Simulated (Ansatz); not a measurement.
System: CuI (P-3m1, No. 164, 4 atoms in the cell; start mp-570081; a measured phase of this formula has another space group). Method: HSE06 (Ansatz, an electronic-structure program, PAW).

Settings: plane-wave cutoff 460 eV, 9×9×4 k mesh (along the axes of the cell as run), Fermi–Dirac smearing 0.01 eV, no spin polarisation, scalar-relativistic PAW data made under PBE.

Cell (relaxed with PBEsol):

CuI is modelled in the trigonal space group P-3m1 (No. 164), Pearson symbol hP4. Lattice parameters: a = 4.064 Å, b = 4.064 Å, c = 7.259 Å, α = 90.00°, β = 90.00°, γ = 120.00°. Cu on 2d is surrounded by 4 I at 2.562–2.645 Å (tetrahedral). I on 2d sees 4 Cu at 2.562–2.645 Å. (Neighbours: up to the widest gap in distance over summed covalent radii, below 1.35, at either atom; cation-cation and far metal-metal contacts left out.)

Task: What does this level give for the band gap?

Result: 
- band gap = 2.97 eV (on the SCF k mesh)

Note: cell and atoms aren't relaxed at this level (pressure 3.3 GPa); the cell has widely spaced layers and the level no dispersion term, so their spacing and the moduli can rest on weak binding.

Spin–orbit coupling is not included; with these elements it can move the gap by several tenths of an eV or more.

Static lattice: no zero-point or thermal effects.

A start named mp-… is a Materials Project structure, which need not be a measured phase.
